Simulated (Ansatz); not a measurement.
BaTiO3 (R3m, No. 160, 5 atoms in the cell; start COD 9014074) was calculated with r²SCAN (PAW; Ansatz, a program for electronic structure).

Numerical settings: plane-wave cutoff 560 eV, 8×8×8 k mesh, Fermi–Dirac smearing 0.01 eV, no spin polarisation, scalar-relativistic PAW data made under PBE.

Cell (relaxed at this level):

```
BaTiO3
1.0
    2.84006     1.63971     2.33146
   -2.84006     1.63971     2.33146
    0.00000    -3.27942     2.33146
Ba Ti O
1 1 3
Direct
  0.99782   0.99782   0.99782
  0.48441   0.48441   0.48441
  0.51084   0.51084   0.02038
  0.02038   0.51084   0.51084
  0.51084   0.02038   0.51084
```

Q: Estimate the band gap and bulk modulus B0 that the calculation returns.

A: 
* **band gap**: 2.87 eV (on the SCF k mesh)
* **bulk modulus B0**: 115 GPa

Note: the relaxation could not lower the start's symmetry, so the cell can be a saddle point above a distorted one; the bulk modulus is −V dP/dV from two relaxed cells at ±2 % in volume.

Spin–orbit coupling is not included.

Static lattice: no zero-point or thermal effects.

It cost around 2.1 core-minutes (rough) of CPU time.
